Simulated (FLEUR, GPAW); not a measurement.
A FLEUR input for a self-consistent single point of NbH (Cmme, 4 atoms in the cell) (DFT, LDA (Vosko-Wilk-Nusair), all-electron FLAPW (FLEUR), scalar-relativistic valence):

Input of the input generator:

```
NbH
&input film=f /
0.6106340249 -0.7919129294 0.0000000000
0.6106340249 0.7919129294 0.0000000000
0.0000000000 0.0000000000 1.5897260745
5.6234911593
1.0 1.0 1.0

4
41 0.7500000000 0.2500000000 0.2688400000
41 0.2500000000 0.7500000000 0.7311600000
1 0.2500000000 0.2500000000 0.0000000000
1 0.7500000000 0.7500000000 0.0000000000

&comp jspins=1 /
&exco xctyp='vwn' /
&kpt div1=11 div2=11 div3=7 /
&end /
```

```xml
<?xml version="1.0" encoding="UTF-8" standalone="no"?>
<fleurInput fleurInputVersion="0.39">
   <comment>
      NbH                                                                                                 
   </comment>
   <calculationSetup>
      <cutoffs Kmax="4.4" Gmax="15.4" GmaxXC="15.4" numbands="0"/>
      <scfLoop itmax="80" minDistance="0.00001" maxIterBroyd="15" imix="Anderson" alpha="0.05" precondParam="0.0" spinf="2.0"/>
      <coreElectrons ctail="T" frcor="F" kcrel="0" coretail_lmax="0"/>
      <xcFunctional name="vwn" relativisticCorrections="F"/>
      <magnetism jspins="1"/>
      <soc l_soc="F" theta="0.0" phi="0.0" spav="F"/>
      <expertModes spex="0" secvar="F"/>
      <geometryOptimization l_f="T" forcealpha="1.0" forcemix="BFGS" epsdisp="0.00001" epsforce="0.00001"/>
      <ldaU l_linMix="F" mixParam="0.05" spinf="1.0"/>
   </calculationSetup>
   <cell>
      <bzIntegration valenceElectrons="28.0" mode="gauss" fermiSmearingEnergy="0.00499791">
         <kPointListSelection listName="default-1"/>
         <!-- k-points included here -->
         <xi:include xmlns:xi="http://www.w3.org/2001/XInclude" href="kpts.xml"> </xi:include>
      </bzIntegration>
      <!-- symmetry operations included here -->
      <xi:include xmlns:xi="http://www.w3.org/2001/XInclude" href="sym.xml"> </xi:include>
      <bulkLattice scale="1.0">
         <bravaisMatrix>
            <row-1>    3.4338950405929261    -4.4533153574162654     0.0000000000000000</row-1>
            <row-2>    3.4338950405929261     4.4533153574162654     0.0000000000000000</row-2>
            <row-3>    0.0000000000000000     0.0000000000000000     8.9398105256594427</row-3>
         </bravaisMatrix>
      </bulkLattice>
   </cell>
   <atomSpecies>
      <species name="Niobium (Nb)" element="Nb" atomicNumber="41">
         <mtSphere radius="1.85" gridPoints="651" logIncrement="0.019"/>
         <atomicCutoffs lmax="8" lnonsphr="6"/>
         <electronConfig flipSpins="F">
            <coreConfig>(1s1/2) (2s1/2) (2p1/2) (2p3/2) (3s1/2) (3p1/2) (3p3/2) (3d3/2) (3d5/2)</coreConfig>
            <valenceConfig>(4s1/2) (4p1/2) (4p3/2) (5s1/2) (4d3/2) (4d5/2)</valenceConfig>
            <stateOccupation state="(5s1/2)" spinUp="0.5" spinDown="0.5"/>
            <stateOccupation state="(4d3/2)" spinUp="0.8" spinDown="0.8"/>
            <stateOccupation state="(4d5/2)" spinUp="1.2" spinDown="1.2"/>
         </electronConfig>
         <energyParameters s="5" p="5" d="4" f="4"/>
         <lo type="SCLO" l="0" n="4" eDeriv="0"/>
         <lo type="SCLO" l="1" n="4" eDeriv="0"/>
      </species>
      <species name="Hydrogen (H)" element="H" atomicNumber="1">
         <mtSphere radius="1.60" gridPoints="565" logIncrement="0.015"/>
         <atomicCutoffs lmax="6" lnonsphr="4"/>
         <electronConfig flipSpins="F">
            <coreConfig></coreConfig>
            <valenceConfig>(1s1/2)</valenceConfig>
            <stateOccupation state="(1s1/2)" spinUp="0.5" spinDown="0.5"/>
         </electronConfig>
         <energyParameters s="1" p="2" d="3" f="4"/>
      </species>
   </atomSpecies>
   <atomGroups>
      <atomGroup species="Niobium (Nb)">
         <relPos label="                   1">-1.000/4.000 1.000/4.000 .2688400000</relPos>
         <relPos label="                   2">1.000/4.000 -1.000/4.000 -.2688400000</relPos>
         <force calculate="T" relaxXYZ="TTT"/>
      </atomGroup>
      <atomGroup species="Hydrogen (H)">
         <relPos label="                   3">1.000/4.000 1.000/4.000 .0000000000</relPos>
         <relPos label="                   4">-1.000/4.000 -1.000/4.000 .0000000000</relPos>
         <force calculate="T" relaxXYZ="TTT"/>
      </atomGroup>
   </atomGroups>
   <output dos="F" band="F" slice="F">
      <checks vchk="F" cdinf="F"/>
      <bandDOS minEnergy="-.5*Htr" maxEnergy="0.5*Htr" sigma="0.015" storeEVData="T"/>
      <vacuumDOS vacdos="F" integ="F" star="F" nstars="0" locx1="0.0" locy1="0.0" locx2="0.0" locy2="0.0" nstm="0" tworkf="0.0"/>
      <unfoldingBand unfoldBand="F" supercellX="1" supercellY="1" supercellZ="1"/>
      <plotting iplot="0" polar="F">
         <plot TwoD="T" vec1="  1.0  0.0  0.0" vec2="  0.0  1.0  0.0" vec3="  0.0  0.0  1.0" zero="  0.0  0.0  0.0" file="plot"/>
      </plotting>
      <chargeDensitySlicing numkpt="0" minEigenval="0.0" maxEigenval="0.0" nnne="0" pallst="F"/>
      <specialOutput eonly="F"/>
      <magneticCircularDichroism mcd="F" energyLo="-10.0" energyUp="0.0"/>
   </output>
  <!-- We include the file relax.xml here to enable relaxations (see documentation) -->
  <xi:include xmlns:xi="http://www.w3.org/2001/XInclude" href="relax.xml"> <xi:fallback/> </xi:include>
</fleurInput>
```

**Question.** Write the same calculation as an input for GPAW.

**Answer.** One input that does it (others would too):

```python
from ase import Atoms
from ase.units import GPa
from gpaw import GPAW

atoms = Atoms(['Nb', 'Nb', 'H', 'H'],
              cell=[[1.817139, -2.356593, 0.000000],
                    [1.817139, 2.356593, 0.000000],
                    [0.000000, 0.000000, 4.730744]],
              scaled_positions=[[0.750000, 0.250000, 0.268840],
                                [0.250000, 0.750000, 0.731160],
                                [0.250000, 0.250000, 0.000000],
                                [0.750000, 0.750000, 0.000000]],
              pbc=True)

calc = GPAW(mode={'name': 'pw', 'ecut': 800},
            xc='LDA',
            kpts=(11, 11, 7),
            occupations={'name': 'methfessel-paxton', 'width': 0.136, 'order': 0},
            nbands=-12,
            convergence={'forces': 0.001},
            symmetry={'symmorphic': False, 'tolerance': 0.0005},
            maxiter=150)

atoms.calc = calc

energy = atoms.get_potential_energy()
print('Energy (eV):', round(energy, 6))
forces = atoms.get_forces()
print('Forces (eV/Ang):')
print(forces.round(5))
stress = atoms.get_stress()
print('Stress (GPa, Voigt):', (stress / GPa).round(4))
```

Basis, cutoffs, solver keys and any potentials are the target program's own. This input uses DFT LDA (Perdew-Wang 92), plane waves, GPAW PAW datasets LDA (gpaw-data 1.0.1). LDA parametrisations can differ slightly between programs.

The starting cell comes from a database of computed structures (which also holds hypothetical and non-ambient phases and stackings), without a prior relaxation at this level. Its lattice was rescaled by a random factor within 2.5 % of one. For this run, on top of that: lattice scaled by 0.98.
